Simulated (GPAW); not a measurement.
**σxx against uniaxial strain in diamond-structure C (space group 227): C11 (GPAW, LDA)**

```xyz
2
Lattice="0.0000 1.7665 1.7665 1.7400 0.0000 1.7665 1.7400 1.7665 0.0000" Properties=species:S:1:pos:R:3 pbc="T T T"
C      1.7400     1.7665     1.7665
C      2.6101     2.6498     2.6498
```

Computed with LDA (Perdew-Wang 92), GPAW PAW datasets LDA (gpaw-data 1.0.1) (plane waves; GPAW). Settings: mode = pw; ecut = 1040 eV; xc = LDA; kpts = 18 18 18; mesh shift (steps) = 0 0 0; occupations.name = fermi-dirac; occupations.width = 0.01 eV; nbands = -6; convergence.density = 1e-06 e/electron; convergence.energy = 1e-06 eV/electron; convergence.bands = -4; symmetry.symmorphic = false; symmetry.tolerance = 0.0005; maxiter = 120. The cell above is the first row's. The rows stretch one cube axis (x) by the strain ε and hold the other two. Stress is positive in tension. In all rows fractional positions and the k mesh are held.

| ε (%) | σxx (GPa) |
|---|---|
| -1.5 | ? |
| -1.0 | -10.72 |
| -0.5 | -5.09 |
| 0.0 | 0.47 |
| 0.5 | 5.95 |
| 1.0 | 11.37 |
| 1.5 | 16.72 |
| 2.0 | 21.99 |

Q: Fit σxx against ε with a parabola, and predict the withheld value at ε = -1.5.

A: Least squares gives σxx = 0.467 + 11.0450·ε - 0.1414·ε². Residuals (row less fit): -0.001, 0.001, 0.003, -0.004, -0.001, 0.004, -0.001; standard error 0.003 (degrees of freedom: 4). The slope at ε = 0, 11.0450 GPa per cent, gives C11 ≈ 100 × 11.0450 = 1104 GPa, for the static lattice. At the withheld row, σxx = 0.467 + 11.0450 × (-1.5) - 0.1414 × (-1.5)² = -16.419 GPa. The calculation gives -16.42 GPa, which the fit meets to the printed digits. The row lies outside the fitted rows, so this is an extrapolation. From the scatter of the fitted rows alone, a prediction at this place has a standard error of 0.006 GPa, so the miss is 0.2 times that.

Carrying the step between the two nearest rows on in a straight line would have given -16.35, off by 0.07; series whose last step already gives the withheld value aren't shown. The reference cell has the volume at which an earlier scan in this program and functional put its minimum by a fit. The runs keep the symmetry of the cell, so they don't test it for distortions. The unstrained cell stands at a pressure of -0.47 GPa, and the constants belong to that pressure. By symmetry this strain leaves no force on the atoms; the largest in the rows is 0.000 eV/Å. Cutoffs and mesh are single choices, not tested for convergence of this quantity. Series with a scatter that would blur these digits, or in which a gap closes, are not shown. Strain series were run only where this level's volume lies within 10 % of a first guess from the measured size.
